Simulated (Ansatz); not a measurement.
System: O vacancy in rutile TiO2 (charge state +2). Level of theory: PBE, PAW (plane waves to 420 eV; Ansatz, an electronic-structure program).

72-site cell at the relaxed PBE lattice, one k-point at (0.250, 0.250, 0.250), smearing 0.01 eV, spin-restricted, no finite-size correction. Energies are static. The charge state is imposed; whether it is stable for some Fermi level was not computed. Forms of the defect that were not tried may lie lower.

Barriers: single points on a 2×2×2 k-point mesh shifted by half a step at the bands' geometries.

A. a nearby O atom hops onto the vacant site; the atom moves 2.40 Å along (-0.36, -0.36, 0.00) of the unit cell; the moving atom starts with neighbours 2 Ti at 1.90, Ti at 2.09 Å and ends with 2 Ti at 1.90, Ti at 2.09 Å; saddle order inconclusive.
B. a nearby O atom hops onto the vacant site; the atom moves 2.64 Å along (0.10, -0.47, -0.47) of the unit cell; the moving atom starts with neighbours Ti at 1.92, Ti at 1.95, Ti at 2.08 Å and ends with O at 2.51; Ti at 1.94, Ti at 1.96, Ti at 2.02 Å; saddle order inconclusive.
C. a nearby O atom hops onto the vacant site; the atom moves 2.86 Å along (0.00, 0.00, -0.97) of the unit cell; the moving atom starts with neighbours Ti at 1.87, Ti at 1.95, Ti at 2.02 Å and ends with Ti at 1.87, Ti at 1.95, Ti at 2.02 Å; saddle order inconclusive, on a symmetry element.

A band can be held on a symmetry element, so unchecked saddle points there may be too high.

### Question
Put the candidates in order of forward barrier, lowest first, for PBE, PAW.

### Answer
A (0.80 eV), B (1.06 eV), C (2.16 eV)
